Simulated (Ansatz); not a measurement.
For NbP (I4₁md, No. 109; start mp-9339), LDA (plane waves, PAW; Ansatz, a first-principles code) gives:

- lattice parameter a = 3.304 Å
- lattice parameter c = 11.230 Å

**Question.** What does PBEsol (Ansatz, plane waves, PAW) give for the same quantities?

**Answer.** 
- lattice constant a: 3.320 Å (grows by 0.5 %)
- lattice parameter c: 11.289 Å (increases by 0.5 %)

Changes are worked out from the printed values.

Unless a cell is named, each level is at its own relaxed cell (LDA 15.32, PBEsol 15.56 Å³/atom).

Caveats: the relaxation could not lower the start's symmetry, so the cell can be a saddle point above a distorted one (LDA, PBEsol). Ansatz's density-functional and Hartree–Fock values are scalar-relativistic unless marked +SOC, with PAW data made under PBE.

A start named mp-… is a Materials Project structure, which can be a computed phase never made.
